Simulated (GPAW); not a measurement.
GPAW is run on Si3N4 (P6_3/m, 14 atoms in the cell), and the run fails. The aim is a self-consistent single point with DFT PBEsol, plane waves, GPAW PAW datasets PBEsol (made by gpaw-setup).

Cell that was meant: a = 7.6182 Å, b = 7.6182 Å, c = 2.9104 Å, α = 90.00°, β = 90.00°, γ = 120.00°.

Part of the input:

```python
            xc='PBEsol',
            kpts={'size': (3, 3, 6), 'gamma': True},
            occupations={'name': 'methfessel-paxton', 'width': 0.01, 'order': 0},
            nbands=30,
            convergence={'forces': 0.001},
            symmetry={'symmorphic': False, 'tolerance': 0.0005},
            maxiter=100)
```

The program printed (abridged):

```
Input parameters:
  convergence: {forces: 0.001}
  kpts: {gamma: True,
         size: (3, 3, 6)}
  maxiter: 100
  mode: {ecut: 950,
         name: pw}
  nbands: 30
  occupations: {name: methfessel-paxton,
                order: 0,
                width: 0.01}
  symmetry: {symmorphic: False,
             tolerance: 0.0005}
  xc: PBEsol

species:
  Si:
    name: Silicon
    Z: 14.0
    valence: 4
    core: 10
    charge: 0.0
    file: Si.PBEsol.gz

    # Using partial waves for Si as LCAO basis

  N:
    name: Nitrogen
    Z: 7.0
    valence: 5
    core: 2
    charge: 0.0
    file: N.PBEsol.gz

    # Using partial waves for N as LCAO basis

Reference energy: -59037.940979  # eV

Spin-paired calculation

Traceback (most recent call last):
   [... frames left out ...]
ValueError: Too few bands!  Electrons: 64.000000, bands: 30
```

Task: Read the log: what does the program object to, and what is the fix?

Result: The fault is too few bands; here the program stops on it instead of giving results. To fix it, raise the band count or leave it to the default. The program stopped before any SCF iteration.

An input that runs soundly differs in these lines (not the only fix; some lines may just follow from the change or write a value another way):
```diff
-            nbands=30,
-            convergence={'forces': 0.001},
+            nbands=-4,
+            convergence={'forces': 0.001, 'bands': -2},
```

With that input, the run converged in 55 iterations: free energy E − TS (from the program's reference atoms) -120.0867 eV; top of the valence band (on the code's own zero) 6.98 eV; gap on the k-point mesh 4.41 eV; largest force (vector length) 0.059 eV/Å (DFT PBEsol, plane waves, GPAW PAW datasets PBEsol (made by gpaw-setup)).

On the sound input: the starting cell comes from a database of computed structures (which also holds hypothetical and non-ambient phases and stackings), without a prior relaxation at this level. Its lattice was rescaled by a random factor within 2.5 % of one.
